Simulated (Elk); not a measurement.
Input and output of a self-consistent single point for NbC (Fm-3m, 2 atoms in the cell) (Elk).

Level of theory: Elk with PBE, spin-orbit coupling in second variation, all-electron FP-LAPW, Elk's shipped species files, APW+lo basis with extra local orbitals.

```xyz
2
Lattice="0.0000 2.2263 2.2263 2.2263 0.0000 2.2263 2.2263 2.2263 0.0000" Properties=species:S:1:pos:R:3 pbc="T T T"
Nb     0.0000     0.0000     0.0000
C      2.2263     2.2263     2.2263
```

Reference input (self-consistent single point, DFT, PBE, all-electron FP-LAPW, Elk's shipped species files, APW+lo basis with extra local orbitals): xctype = 20; rgkmax = 7.5; stype = 0; swidth = 0.00367493 Ha; ngridk = 10 10 10; gmaxvr = 16 1/bohr; nxlo = 2; lorbcnd = true; rmtscf = 0.89; lmaxi = 2; maxscl = 100. This run's input differs from it in these lines:

```diff
@@ -5,2 +5,5 @@
   20
+
+spinorb
+  .true.
 
@@ -23,2 +26,5 @@
   2
+
+nempty
+  10
```

Output (repeated stretches shortened):

```
│ Self-consistent loop started │
│ Loop number : 1 │
 total energy                :     -3852.65265303
 total moment                :   0.4250231932E-24 -0.9809805754E-23  0.1083172257E-22
│ Loop number : 2 │
 total energy                :     -3852.94971029
 total moment                :  -0.5085820331E-24  0.7562021898E-22  0.3639374011E-23
RMS change in Kohn-Sham potential (target) :    1.612003709     (  0.1000000000E-05)
Absolute change in total energy (target)   :   0.2970572575     (  0.1000000000E-03)
│ Loop number : 3 │
 total energy                :     -3852.89240588
   [... lines left out ...]
 total energy                :     -3858.70597649
 total moment                :  -0.7672173616E-22  0.4903893474E-22  0.1640731770E-22
RMS change in Kohn-Sham potential (target) :   0.2741540215E-05 (  0.1000000000E-05)
Absolute change in total energy (target)   :   0.3022883793E-03 (  0.1000000000E-03)
│ Loop number : 16 │
 total energy                :     -3858.70596123
 total moment                :  -0.6570948146E-22  0.2239512738E-22  0.2124442777E-22
RMS change in Kohn-Sham potential (target) :   0.3390294343E-06 (  0.1000000000E-05)
Absolute change in total energy (target)   :   0.9082896349E-04 (  0.1000000000E-03)
Convergence targets achieved

│ Loop number : 17 │

Energies :
 Fermi                       :     0.539192678286
 xc effective B-field        :    -0.265631387088E-08
 external B-field            :      0.00000000000
 total energy                :     -3858.70596878
 (external B-field energy excluded from total)

Density of states at Fermi energy :    8.395614759
 (states/Hartree/unit cell)

Estimated indirect band gap :   0.9651608701E-02
 from k-point     42 to k-point     22
Estimated direct band gap   :   0.2116548672E-01
 at k-point      1

Charges :
 core                        :    30.00000000
 valence                     :    17.00000000
 interstitial                :    3.753741139
 muffin-tins (core leakage)
  species :    1 (Nb)
   atom    1                 :    38.49869199     (  0.8154828446E-05)
  species :    2 (C)
   [... lines left out ...]
 muffin-tins
  species :    1 (Nb)
   atom    1                 :   0.2861154694E-23  0.2638506068E-23 -0.5112907145E-22
  species :    2 (C)
   atom    1                 :   0.5592853532E-24 -0.1780676842E-23  0.1364294729E-23
 total in muffin-tins        :   0.3420440047E-23  0.8578292258E-24 -0.4976477672E-22
 total moment                :  -0.5887639575E-22  0.6413914412E-22 -0.7430733992E-22

│ Self-consistent loop stopped │
```

The run converged in 17 iterations. The count includes the last loop, which Elk runs after its targets are met. 

The starting cell comes from a database of computed structures (which also holds hypothetical and non-ambient phases and stackings), without a prior relaxation at this level. Its lattice was rescaled by a random factor within 2.5 % of one. Values depend on the basis (sphere radii, cutoffs, local orbitals), which need not be converged. The log's line on a gap gives a spacing of levels on this mesh, which the program prints for metals too.

Cost on one core of a shared machine: roughly 40 s.
